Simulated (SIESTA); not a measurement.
SIESTA run on VPt (P1, 2 atoms in the cell): self-consistent single point.

Computed with SIESTA with GGA PBEsol, numerical atomic orbitals DZP, PseudoDojo PBEsol standard norm-conserving potentials (rewritten from UPF to PSML).

```xyz
2
Lattice="2.6863 0.0000 0.0000 0.0000 2.6863 0.0000 0.0000 0.0000 3.8926" Properties=species:S:1:pos:R:3 pbc="T T T"
V      1.2673     1.2426     1.9788
Pt     0.0758     0.1006    -0.0325
```

Reference input (self-consistent single point, DFT, LDA PW92, numerical atomic orbitals DZP, PseudoDojo LDA standard norm-conserving potentials (rewritten from UPF to PSML)): XC.functional = LDA; XC.authors = PW92; potentials = PseudoDojo LDA standard; PAO.BasisSize = DZP; PAO.EnergyShift = 0.01 Ry; MeshCutoff = 300 Ry; kgrid.MonkhorstPack = 8 8 6; OccupationFunction = MP; OccupationMPOrder = 0; ElectronicTemperature = 0.136 eV; MaxSCFIterations = 150; SCF.Mixer.Method = Broyden. This run's input differs from it in these lines:

```diff
@@ -1,2 +1,2 @@
-# files in the folder: V.psml Pt.psml (PseudoDojo LDA standard)
+# files in the folder: V.psml Pt.psml (PseudoDojo PBEsol standard)
 SystemName  VPt
@@ -22,4 +22,4 @@
 
-XC.functional                LDA
-XC.authors                   PW92
+XC.functional                GGA
+XC.authors                   PBEsol
 PAO.BasisSize                DZP
```

The program printed (abridged):

```
        iscf     Eharris(eV)        E_KS(eV)     FreeEng(eV)     dDmax    Ef(eV) dHmax(eV)
   scf:    1    -5436.982477    -5522.400140    -5522.417532  1.219919 -2.280511 31.095737
   scf:    2    -5489.374509    -5543.564741    -5543.579594  0.888454 -1.599150 21.101319
   scf:    3    -5562.193877    -5556.522609    -5556.528716  0.455772 -2.519715  7.172936
   scf:    4    -5552.085207    -5556.329263    -5556.339316  0.309481 -4.086406  6.403487
   scf:    5    -5558.307838    -5557.903838    -5557.910020  0.095117 -3.590538  0.403486
   [... 3 lines left out ...]
   scf:    9    -5557.912367    -5557.912361    -5557.918485  0.000449 -3.588823  0.019539
   scf:   10    -5557.912354    -5557.912368    -5557.918503  0.000468 -3.587597  0.004750
   scf:   11    -5557.912367    -5557.912368    -5557.918503  0.000128 -3.588048  0.001392
   scf:   12    -5557.912366    -5557.912367    -5557.918504  0.000054 -3.588212  0.000520
SCF Convergence by DM+H criterion
max |DM_out - DM_in|         :     0.0000543331
max |H_out - H_in|      (eV) :     0.0005202772
SCF cycle converged after 12 iterations

Using DM_out to compute the final energy and forces

siesta: E_KS(eV) =            -5557.9124

siesta: E_KS - E_eggbox =     -5557.9124

siesta: Atomic forces (eV/Ang):
     1    0.721928    0.982644   -0.714053
     2   -0.717736   -0.985617    0.719618
   Tot    0.004192   -0.002973    0.005565
   Max    0.985617
   Res    0.816606    sqrt( Sum f_i^2 / 3N )
   Max    0.985617    constrained

Stress tensor Voigt[x,y,z,yz,xz,xy] (kbar):       62.34       61.64       18.33       28.51       22.49      -15.97
(Free)E + p*V (eV/cell)    -5558.7501
Target enthalpy (eV/cell)    -5557.9185

siesta: Program's energy decomposition (eV):
siesta: FreeEng =     -5557.918504

   [... lines left out ...]
siesta: Cell volume =         28.089038 Ang**3
siesta:         -47.43526111        -57.69795051  kBar
   [... lines left out ...]
               5dz2    5dxz    5dx2-y2
   2 18.120   1.894   0.849  -0.110   1.976   1.971   1.974   0.356   0.442
              0.354   1.785   1.698   1.591   1.695   1.462   0.028   0.019

              0.058   0.020   0.057

mulliken: Qtot =       31.000

Mulliken Atomic Populations:
Atom #   charge [q] valence [e]  Species
     1     0.120190   12.879810  V
     2    -0.120190   18.120190  Pt
 Total    -0.000000
```

The run converged in 12 iterations. Against the reference run the pressure goes from -10.39 to -4.74 GPa and the largest force goes from 1.329 to 1.416 eV/Å.

The starting cell comes from a database of computed structures (which also holds hypothetical and non-ambient phases and stackings), without a prior relaxation at this level. Its atoms were displaced at random from the sites of space group no. 123. Spin polarisation is off. Values carry the incompleteness of an atom-centred basis. With a pressure of about -5 GPa the cell is away from its equilibrium volume at this level. Forces in this geometry exceed 1 eV/Å.
